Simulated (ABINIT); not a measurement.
**One base run on Au (Fm-3m, 1 atom in the cell) and variants with one or two settings moved**

```yaml
crystal:
  lattice:
    - [0.00000, 2.11714, 2.11714]
    - [2.11714, 0.00000, 2.11714]
    - [2.11714, 2.11714, 0.00000]
  atoms:
    - { symbol: Au, position: [0.00000, 0.00000, 0.00000] }
```

Base run A: PBE, norm-conserving pseudopotentials (PseudoDojo nc-sr-05 PBE standard) (ABINIT 10.0.3), self-consistent single point.

Its settings: pseudos = [Au.upf]; ecut = 1034 eV; occopt = 7; tsmear = 0.1 eV; ngkpt = 13 13 13; nshiftk = 1; shiftk = 0 0 0; potentials = PseudoDojo nc-sr-05 PBE standard; nband = 15; kptopt = 1; nstep = 60; toldfe = 1e-09 Ha.

The starting cell comes from a database of computed structures (which also holds hypothetical and non-ambient phases and stackings), without a prior relaxation at this level. Its lattice was rescaled by a random factor within 2.5 % of one. In the base run, with a pressure of about -7 GPa the cell is away from its equilibrium volume at this level.

ΔF is the free energy per atom less that of run A. 

Runs:
- B: nband: 15 → 26
- C: 1 x 1 x 2 supercell, mesh divided and rounded up; nband: 15 → 25; ngkpt: 13 13 13 → 13 13 7
- D: kptopt: 1 → 2
- E: ngkpt: 13 13 13 → 21 21 21
- F: lattice scaled by 1.015
- G: occopt: 7 → 6; tsmear: 0.1 eV → 0.2 eV
- H: iscf: default → 2; diemix: default → 0.3
- I: diemac: default → 50; dielng: default → 0.5 bohr
- J: nstep: 60 → 200
- K: nnsclo: default → 2

```
run  ΔF (meV/atom)  pressure (GPa)  k-points  valence electrons
---  -------------  --------------  --------  -----------------
A             0.00           -6.87        84                 19
B             0.00           -6.87        84                 19
C             0.70           -6.79       322                 38
D             0.00           -6.87      1099                 19
E             1.64           -6.76       286                 19
F             47.3          -10.45        84                 19
G             0.80           -6.88        84                 19
H             0.00           -6.86        84                 19
I             0.00           -6.87        84                 19
J             0.00           -6.87        84                 19
K             0.00           -6.87        84                 19
```

Run E against A: The free energy rises by 1.6 meV/atom and the pressure goes from -6.87 to -6.76 GPa.

Run F against A: The free energy rises by 47.3 meV/atom and the pressure goes from -6.87 to -10.45 GPa.
